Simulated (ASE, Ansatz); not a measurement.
A thermal frame of composition Li2ClF, cell Li24Cl12F12, first heated far above this temperature, then brought to it, at a temperature that wasn't checked against the liquidus, so perhaps supercooled [in the CHGNet run: it was liquid; mean temperature 737 K (target 700 K); density 1.47 g/cm³, volume -3 % from the start cell's], from MD with the machine-learned potential CHGNet 0.3.0 in ASE at 700 K. DFT level: PBE (plane waves, PAW; Ansatz, a quantum-chemistry and plane-wave program).

| Property | Result |
|---|---|
| plane-wave cutoff | 420 eV |
| k-points | Γ only |
| Fermi-Dirac width | 0.060 eV |
| spin | not polarised; no spin-orbit coupling |

A check of the k-sampling: on the last frame of the same run a denser mesh moved the PBE forces by 0.003 eV/Å rms, the static pressure by -0.02 GPa and the free energy by -1 meV/atom. CHGNet's forces on these frames are only 0.81 times the DFT ones, so the atoms are displaced more than DFT's own dynamics would at this temperature.

```yaml
crystal:
  lattice:
    - [9.75632, 0.00000, 0.00000]
    - [0.00000, 9.75632, 0.00000]
    - [0.00000, 0.00000, 9.75632]
  atoms:
    - { symbol: Li, position: [0.87207, 0.26617, 0.08699] }
    - { symbol: Li, position: [0.47477, 0.37050, 0.44723] }
    - { symbol: Li, position: [0.60010, 0.05072, 0.67217] }
    - { symbol: Li, position: [0.00727, 0.72607, 0.96605] }
    - { symbol: Li, position: [0.01782, 0.02163, 0.03408] }
    - { symbol: Li, position: [0.85990, 0.53140, 0.35446] }
    - { symbol: Li, position: [0.31586, 0.17735, 0.87278] }
    - { symbol: Li, position: [0.06144, 0.81825, 0.43086] }
    - { symbol: Li, position: [0.63285, 0.07248, 0.99161] }
    - { symbol: Li, position: [0.42133, 0.95261, 0.50789] }
    - { symbol: Li, position: [0.54625, 0.84862, 0.26476] }
    - { symbol: Li, position: [0.86954, 0.48316, 0.73223] }
    - { symbol: Li, position: [0.66340, 0.51840, 0.91888] }
    - { symbol: Li, position: [0.25575, 0.47399, 0.20957] }
    - { symbol: Li, position: [0.74556, 0.79485, 0.96696] }
    - { symbol: Li, position: [0.04555, 0.03068, 0.74618] }
    - { symbol: Li, position: [0.20004, 0.59144, 0.47924] }
    - { symbol: Li, position: [0.81674, 0.84444, 0.23513] }
    - { symbol: Li, position: [0.26723, 0.91926, 0.14414] }
    - { symbol: Li, position: [0.59080, 0.09046, 0.29929] }
    - { symbol: Li, position: [0.34441, 0.50446, 0.87252] }
    - { symbol: Li, position: [0.48544, 0.73701, 0.73704] }
    - { symbol: Li, position: [0.08834, 0.33251, 0.93726] }
    - { symbol: Li, position: [0.71710, 0.70352, 0.56689] }
    - { symbol: F, position: [0.06638, 0.88769, 0.89767] }
    - { symbol: F, position: [0.80141, 0.59925, 0.85259] }
    - { symbol: F, position: [0.40929, 0.97063, 0.29382] }
    - { symbol: F, position: [0.50364, 0.58341, 0.83712] }
    - { symbol: F, position: [0.13649, 0.15760, 0.89834] }
    - { symbol: F, position: [0.70673, 0.73642, 0.33624] }
    - { symbol: F, position: [0.83343, 0.06551, 0.04715] }
    - { symbol: F, position: [0.99741, 0.63357, 0.45310] }
    - { symbol: F, position: [0.88388, 0.75847, 0.11754] }
    - { symbol: F, position: [0.32839, 0.47860, 0.39450] }
    - { symbol: F, position: [0.60828, 0.84305, 0.65166] }
    - { symbol: F, position: [0.65787, 0.90581, 0.11143] }
    - { symbol: Cl, position: [0.16828, 0.47014, 0.72087] }
    - { symbol: Cl, position: [0.01668, 0.45244, 0.16274] }
    - { symbol: Cl, position: [0.44443, 0.98204, 0.87084] }
    - { symbol: Cl, position: [0.45971, 0.16890, 0.52837] }
    - { symbol: Cl, position: [0.26383, 0.81847, 0.59633] }
    - { symbol: Cl, position: [0.77850, 0.28553, 0.84236] }
    - { symbol: Cl, position: [0.89869, 0.92591, 0.61352] }
    - { symbol: Cl, position: [0.24334, 0.67791, 0.08815] }
    - { symbol: Cl, position: [0.71951, 0.46890, 0.53513] }
    - { symbol: Cl, position: [0.64453, 0.29046, 0.22035] }
    - { symbol: Cl, position: [0.35087, 0.32193, 0.02957] }
    - { symbol: Cl, position: [0.09076, 0.98644, 0.25910] }
```

Forces from the machine-learned potential CHGNet 0.3.0 on some atoms (eV/Å):

```tsv
atom	Fx Fy Fz
Li6	0.182 0.443 -0.069
Li14	0.127 -0.022 0.190
Li15	0.325 0.027 0.560
Li18	-0.861 1.153 1.182
Li19	0.465 -0.302 -0.016
Li20	-0.394 0.101 0.051
F25	-0.322 0.347 0.145
F28	0.492 0.082 0.116
F36	-1.105 -0.197 0.403
Cl45	-0.172 0.006 0.108
```

Question: Give the DFT forces on the same atoms (eV/Å), the static pressure (no kinetic part), the Kohn-Sham gap at the supercell's Γ point.

Answer: 
```csv
atom,Fx Fy Fz
Li6,0.345 0.547 -0.001
Li14,0.213 -0.066 0.235
Li15,0.466 0.071 0.746
Li18,-0.640 0.845 0.806
Li19,0.582 -0.377 0.044
Li20,-0.613 0.261 -0.080
F25,-0.449 0.405 0.183
F28,0.300 0.168 0.098
F36,-1.144 -0.126 0.424
Cl45,-0.259 0.018 0.175
```
- static pressure (no kinetic part): -0.84 GPa
- Kohn-Sham gap at the supercell's Γ point: 4.33 eV
